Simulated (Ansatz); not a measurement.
Density of states of CuI (P6_3mc) below the valence band maximum, PBEsol with spin-orbit coupling, rigid bands (Ansatz, a quantum-chemistry and plane-wave program); cell volume 104.7 Å³.

(energy from edge (eV), 10⁻³ states/eV/cell): (0.006, 19.9); (0.031, 65.8); (0.056, 133); (0.081, 202); (0.106, 252); (0.131, 298); (0.156, 341); (0.181, 382); (0.206, 425); (0.231, 471); (0.256, 515); (0.281, 566); (0.319, 642); (0.344, 700); (0.369, 762); (0.394, 824); (0.419, 900); (0.444, 974); (0.469, 1060); (0.494, 1140); (0.519, 1250); (0.544, 1390); (0.569, 1510); (0.594, 1620)

Question: What effective density of states at 300 K does this give (∫ g(E) exp(−E/k_BT) dE, both spins, divided by the cell's size)?

Answer: 1.5e19 cm⁻³, a density-of-states mass of 0.72 mₑ, valleys and band degeneracy included.

Geometry: cell and atoms relaxed with PBEsol.

Formula and space group known from diffraction (Crystallography Open Database), not checked to be the room-temperature form: CuI (P6_3mc).
